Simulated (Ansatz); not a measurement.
Start from CsSnI$_{3}$ in the cubic perovskite structure (space group Pm-3m, No. 221; a = 6.2713 Å).

Method: PBE/PAW in Ansatz (a quantum-chemistry and plane-wave program), no spin-orbit coupling.

For the base:

| Quantity | Value |
|---|---|
| Electron mass | 0.035, 0.75, 0.75 mₑ (at R) |
| Gap character | direct at R |

One thing is altered: an isotropic linear strain of +3.00 %; the atoms relax in the strained cell.

### Question
Predict the new electron mass.

### Answer
The electron mass (degenerate bands, along [100]) changes from 0.035, 0.75, 0.75 mₑ (at R) to 0.055, 0.83, 0.83 mₑ (at R).

### Question
What does the calculation give for the gap character after the change?

### Answer
The gap character is still direct at R.

### Question
Estimate the effect on the mean gap deformation potential ΔEg/Δln V.

### Answer
The mean gap deformation potential ΔEg/Δln V comes out as +3.8 eV.

Spin-orbit coupling, missing from the scalar runs, can matter with I. Masses are band curvatures over ±0.01 Å⁻¹ around the edge. No phonon test of stability was made. Many cubic perovskites are stable only at high temperature; tilts and polar distortions were not tested.
